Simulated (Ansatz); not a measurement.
## Effect of strain tensor (xx, yy, zz, yz, xz, xy) = (+1.56, +0.31, −1.40, −0.64, −0.45, −0.54) % on hypothetical P6_3/mmc PbS

Take PbS (space group P6_3/mmc, No. 194; a = 4.951 Å, c = 5.916 Å; a hypothetical phase, not in the database extracts checked) as the base. Axes: x lies along a and z along c of the hexagonal cell.

One thing is altered: strain tensor (xx, yy, zz, yz, xz, xy) = (+1.56, +0.31, −1.40, −0.64, −0.45, −0.54) %, atoms relaxed at fixed cell.

Calculations: Ansatz (a quantum-chemistry and plane-wave program) PBEsol, no spin-orbit coupling. Settings: 8×8×6 k-points, 0.05 eV Fermi–Dirac smearing.

| quantity | base | changed | shift |
|---|---|---|---|
| volume per atom | 31.40 Å³ | 31.54 Å³ | +0.14 Å³ |
| space group | P6_3/mmc (No. 194) | P-1 (No. 2) | – |
| shortest interatomic distance | 285.9 pm | 287.6 pm | +1.76 pm |
| energy relative to the base (free energy F) | 0 meV/atom | +4.0 meV/atom | +4.0 meV/atom |
| pressure (mean of the normal stresses, compression positive) | -0.01 GPa | -0.06 GPa | -0.057 GPa |
| band gap | 1.29 eV | 1.34 eV | +0.05 eV |
| gap character | – | direct at k = (3/8, 3/8, -1/2) in the run's primitive reciprocal basis | – |
| largest internal atomic displacement | – | 0.011 Å | – |
| stress (xx, yy, zz, yz, xz, xy; compression positive) | – | (-0.86, -0.87, 1.54, 0.18, 0.12, 0.00) GPa | – |

Final structure:

```xyz
4
Lattice="5.0283 -0.0265 -0.0223 -2.5371 4.3143 -0.0161 -0.0266 -0.0376 5.8333" Properties=species:S:1:pos:R:3 pbc="T T T"
Pb     2.4931     1.4192     1.4381
Pb    -0.0285     2.8310     4.3568
S      2.4860     1.3927     4.3549
S     -0.0214     2.8576     1.4400
```

Cost of the whole job for the changed cell (relaxation, final SCF and bands): about 3 core-minutes (a rough figure).

With Pb present, leaving out spin-orbit coupling can change the band edges. Stability against distortions was not tested. The base started in P6_3mc and relaxed to P6_3/mmc at this level. k-point labels follow each cell's own Brillouin zone.
